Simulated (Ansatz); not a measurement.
## A self-consistent single point of B4O12Sc3La (R32, 20 atoms in the cell) with Ansatz

Method: LDA (PW92), default PAW files made with PBE (plane waves; Ansatz, an electronic-structure program).

This input was run:

Ansatz 0.2 input:
```yaml
crystal:
  lattice:
    - [4.995907, 2.884388, 2.709190]
    - [-4.995907, 2.884388, 2.709190]
    - [0.000000, -5.768776, 2.709190]
  atoms:
    - { symbol: B, position: [0.500000, 0.048683, 0.951316] }
    - { symbol: B, position: [0.951316, 0.500000, 0.048683] }
    - { symbol: B, position: [0.048683, 0.951316, 0.500000] }
    - { symbol: O, position: [0.500000, 0.911983, 0.088016] }
    - { symbol: O, position: [0.088016, 0.500000, 0.911983] }
    - { symbol: O, position: [0.911983, 0.088016, 0.500000] }
    - { symbol: Sc, position: [0.451267, 0.548733, 0.000000] }
    - { symbol: Sc, position: [0.000000, 0.451267, 0.548733] }
    - { symbol: Sc, position: [0.548733, 0.000000, 0.451267] }
    - { symbol: O, position: [0.639900, 0.500000, 0.360100] }
    - { symbol: O, position: [0.360100, 0.639900, 0.500000] }
    - { symbol: O, position: [0.500000, 0.360100, 0.639900] }
    - { symbol: O, position: [0.622400, 0.027467, 0.795500] }
    - { symbol: O, position: [0.795500, 0.622400, 0.027467] }
    - { symbol: O, position: [0.027467, 0.795500, 0.622400] }
    - { symbol: O, position: [0.204500, 0.972533, 0.377600] }
    - { symbol: O, position: [0.972533, 0.377600, 0.204500] }
    - { symbol: O, position: [0.377600, 0.204500, 0.972533] }
    - { symbol: La, position: [0.000000, 0.000000, 0.000000] }
    - { symbol: B, position: [0.500000, 0.500000, 0.500000] }
basis:
  ecutwfc: 420.0 eV
kpoints:
  mp_grid: { grid: [3, 3, 3] }
hamiltonian:
  xc: lda
  pseudopotentials: { kind: paw }
scf:
  occupations: { method: gaussian, width: 0.05 eV }
output:
  forces: true
  eigenvalues: true
  stress: true
```

Output (repeated stretches shortened):

```
WARN the atoms were moved onto the symmetric positions of the space group found under crystal.symmetry.tolerance 1.0e-5 (fractional …
WARN ansatz: RAYON_NUM_THREADS=1 ignored (pool sized by the plan → 1); use --threads N
Pseudopotentials: kind: paw
Pseudopotential: B, paw, valence charge 3
Pseudopotential: O, paw, valence charge 6
Pseudopotential: Sc, paw, valence charge 11
Pseudopotential: La, paw, valence charge 11
Crystal: 20 atoms, lattice volume = 234.239 Å³
Basis set: ecut = 420 eV, 4563 PW (Γ)
Bands: 84, of which v1, the nominal top of the filled ones, is band 64 counted from 1 (63 counted from 0)
Symmetry: 6 space group operations
Space group: R32 (ITA 155), of the structure as read, at distance tolerance 6.2e-5 Å
k-points: 6 of 27 (time reversal used)
PAW frozen core: B, regenerated for the run's functional, and the local potential with it
PAW frozen core: O, regenerated for the run's functional, and the local potential with it
PAW frozen core: Sc, regenerated for the run's functional, and the local potential with it
PAW frozen core: La, regenerated for the run's functional, and the local potential with it
Initial density: superposition of atomic densities (neutral atoms: chi_scale 0, normalization atom), corrected by the library's trained network
Initial wavefunctions: pseudopotential atomic-orbital guess
Eigensolver: davidson
Functional: x = slater, c = lda
SCF iter   1: F=—  HF=-19632.048625 eV  |F-HF|=—  |Δ(HF+E_count)|=         —  Δρ=1.61e-2  dr2=5.93e-1  ethr=1.77e-3  ⟨swp⟩=6.7  Hψ=2126  notcnv=0
all-band conjugate gradients solve this SCF's bands
preconditioner: auto → Resta (q_TF=auto, 2.467 Å⁻¹)
SCF iter   2: F=—  HF=-19631.921054 eV  |F-HF|=—  |Δ(HF+E_count)|=   1.28e-1  Δρ=4.41e-3  dr2=5.09e-2  ethr=4.63e-4  ⟨swp⟩=2.2  Hψ=831  notcnv=0  defer=63
SCF iter   3: F=—  HF=-19631.911260 eV  |F-HF|=—  |Δ(HF+E_count)|=   9.79e-3  Δρ=1.79e-3  dr2=8.43e-3  ethr=3.97e-5  ⟨swp⟩=2.5  Hψ=790  notcnv=0  defer=85
SCF iter   4: F=—  HF=-19631.909478 eV  |F-HF|=—  |Δ(HF+E_count)|=   1.78e-3  Δρ=3.67e-4  dr2=2.58e-4  ethr=6.59e-6  ⟨swp⟩=2.0  Hψ=621  notcnv=0  defer=85
SCF iter   5: F=—  HF=-19631.909461 eV  |F-HF|=—  |Δ(HF+E_count)|=   1.70e-5  Δρ=1.24e-4  dr2=3.09e-5  ethr=2.01e-7  ⟨swp⟩=2.0  Hψ=696  notcnv=0  defer=85
SCF iter   6: F=—  HF=-19631.909241 eV  |F-HF|=—  |Δ(HF+E_count)|=   2.19e-4  Δρ=3.83e-5  dr2=2.88e-6  ethr=2.41e-8  ⟨swp⟩=2.0  Hψ=804  notcnv=0  defer=87
SCF iter   7: F=—  HF=-19631.909241 eV  |F-HF|=—  |Δ(HF+E_count)|=   1.60e-7  Δρ=1.50e-5  dr2=5.59e-7  ethr=2.25e-9  ⟨swp⟩=2.0  Hψ=779  notcnv=0  defer=87
SCF iter   8: F=-19631.909241 eV  HF=-19631.909241 eV  |F-HF|=1.04e-8  |Δ(HF+E_count)|=   7.48e-8  Δρ=2.63e-6  dr2=2.84e-8  ethr=7.81e-11  ⟨swp⟩=9.8  Hψ=2535  notcnv=0
SCF 1 converged in 8 iterations: F = -19631.909241 eV  dr2 = 2.84e-8
SCF converged after 8 iterations
Free energy (F): -19631.909241 eV
Harris-Foulkes:  -19631.909241 eV  (|F-HF|=1.04e-8)
Internal energy: -19631.909241 eV  (E = F + TS)
E sigma→0 (E₀):  -19631.909241 eV
Fermi energy:    7.740777 eV
--- Per-component energies (eV) ---
  E_band       = -767.853284
  E_kinetic    = 3252.081649
  E_local      = -7454.141321  (includes V_loc(G=0)·N_el)
  E_nonlocal   = 991.899905
  E_hartree    = 2553.937185
  E_xc         = -1440.488642
  E_vxc        = -1797.415974  (∫ρ·V_xc dr)
  E_paw        = -10027.799183  (= ΣΔE_a)
  E_vpaw       = -868.185814  (= ΣTr[D̂ρ^β])
  E_aug_tail   = 0.030474  (compensation charges beyond the density's cutoff)
  E_ewald      = -7510.013186
  E_core_change = 2.583880  (= ΣΔE_core)
  E_smearing   = -0.000000  (= −TS)
  E_closure    = -0.000000  (closes the sum)
  Σ components = -19631.909241   (vs F -19631.909241, Δ=0.00e0)
--- Forces (eV/Å), atoms counted from 1 ---
  atom   1  B     -1.09642702     1.89906730    -0.00000000
  atom   2  B     -1.09642702    -1.89906730    -0.00000000
  atom   3  B      2.19285404     0.00000000     0.00000000
  atom   4  O      0.90738993    -1.57164546     0.00000000
  atom   5  O      0.90738993     1.57164546     0.00000000
  atom   6  O     -1.81477986     0.00000000    -0.00000000
  atom   7  Sc     3.09327533     0.00000000     0.00000000
  atom   8  Sc    -1.54663767     2.67885502    -0.00000000
  atom   9  Sc    -1.54663767    -2.67885502    -0.00000000
  atom  10  O     -0.54519701    -0.94430892    -0.00000000
  atom  11  O      1.09039402     0.00000000     0.00000000
  atom  12  O     -0.54519701     0.94430892    -0.00000000
  atom  13  O      0.13694558    -0.48005768     0.62330486
  atom  14  O      0.34726936     0.35862719     0.62330486
  atom  15  O     -0.48421494     0.12143049     0.62330486
  atom  16  O     -0.48421494    -0.12143049    -0.62330486
  atom  17  O      0.13694558     0.48005768    -0.62330486
  atom  18  O      0.34726936    -0.35862719    -0.62330486
  atom  19  La     0.00000000     0.00000000     0.00000000
  atom  20  B     -0.00000000     0.00000000     0.00000000
  max |Σ_I F_I| component: 6.15e-16 eV/Å
--- Stress (GPa, compression-positive) ---
      -19.251446       0.000000      -0.000000
        0.000000     -19.251446      -0.000000
       -0.000000       0.000000      -6.146929
  P = ⅓ Tr σ = -14.8833 GPa (-148.833 kbar)
  The stress holds the Pulay correction. Without it, at fixed plane waves, as pw.x and ABINIT print it: P = -15.7312 GPa
--- Band table (eV; the first three rows and the last of 6) ---
  k-point 0: bands = ["-42.1450", "-42.1339", "-42.1339", "-24.6266", "-21.1023", "-21.1023", "-21.0648", "-21.0510", "-21.0510", "-21.0382", "-20.9745", "-20.9745", "-20.9715", "-12.8098", "-12.5793", "-12.5793", "-11.2990", "-11.1678", "-11.1678", [...]
  k-point 1: bands = ["-42.1432", "-42.1388", "-42.1307", "-24.6266", "-21.1075", "-21.0880", "-21.0731", "-21.0557", "-21.0414", "-21.0346", "-20.9805", "-20.9776", "-20.9736", "-12.7655", "-12.6279", "-12.5171", "-11.3319", "-11.2302", "-11.1265", [...]
  k-point 2: bands = ["-42.1431", "-42.1389", "-42.1308", "-24.6266", "-21.1066", "-21.0881", "-21.0720", "-21.0564", "-21.0398", "-21.0350", "-20.9811", "-20.9778", "-20.9771", "-12.6860", "-12.6586", "-12.5051", "-11.3315", "-11.2214", "-11.1927", [...]
  k-point 5: bands = ["-42.1431", "-42.1389", "-42.1307", "-24.6262", "-21.1101", "-21.0918", "-21.0766", "-21.0611", "-21.0379", "-21.0335", "-20.9788", "-20.9740", "-20.9725", "-12.6567", "-12.5932", "-12.5125", "-11.3408", "-11.2657", "-11.1839", [...]
```

The run converged in 8 iterations.

The starting cell comes from a database of published, mostly measured structures (it also holds non-ambient and calculated ones), without a prior relaxation at this level. Its lattice was rescaled by a random factor within 2.5 % of one. With a pressure of about -15 GPa the cell is away from its equilibrium volume at this level. Forces in this geometry exceed 1 eV/Å. Ansatz's pressure includes its estimate of the finite-basis (Pulay) stress. Without the estimate this run gives -15.73 GPa.
